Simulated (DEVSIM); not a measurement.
Device: Si/Ge p-n heterojunction, at 300 K.

```tsv
layer (left to right)	material	thickness (μm)	Nd (cm⁻³)	Na (cm⁻³)	τn (s)	τp (s)
1	Si	0.190	-	5.2e16	2.4e-5	2.4e-5
2	Ge	0.640	1.4e16	-	2.4e-5	2.4e-5
```

Left contact: ohmic. Right contact: ohmic. Voltage is applied to the left contact. Recombination: SRH at mid-gap, radiative. Mobility is μmin + (μ − μmin)/(1 + (N/Nref)^α).

The device is made up for the run: typed textbook-type constants, with dimensions and the other settings drawn at random. Values at 300 K.

```
parameter           Si       Ge
-------------  -------  -------
gap (eV)         1.124    0.664
affinity (eV)     4.05        4
permittivity      11.7       16
Nc (cm⁻³)      2.86e19  1.04e19
Nv (cm⁻³)       3.1e19     6e18
μn (cm²/Vs)       1417     3900
μp (cm²/Vs)        470     1900
μn,min              52      150
μp,min              45      100
Nref,n          9.7e16   2.6e17
Nref,p          2.2e17     4e17
αn                0.68     0.56
αp                0.72      0.6
B (cm³/s)      4.7e-15  6.4e-14
```

DEVSIM, 1D drift-diffusion, Boltzmann statistics, complete ionisation; no tunnelling, impact ionisation, image-force lowering or self-heating. Band offsets follow the typed affinities; no thermionic-emission limit at abrupt steps, no polarisation charge.

Give the dark forward current.


| V (V) | J (A/cm²) |
|---|---|
| 0.05 | 0.015 |
| 0.10 | 0.057 |
| 0.15 | 0.16 |
| 0.20 | 0.42 |
| 0.25 | 1.0 |
| 0.30 | 2.5 |
| 0.35 | 6.2 |
| 0.40 | 15 |
| 0.45 | 35 |
| 0.50 | 82 |
| 0.55 | 190 |
| 0.60 | 420 |
| 0.65 | 930 |
| 0.70 | 2100 |
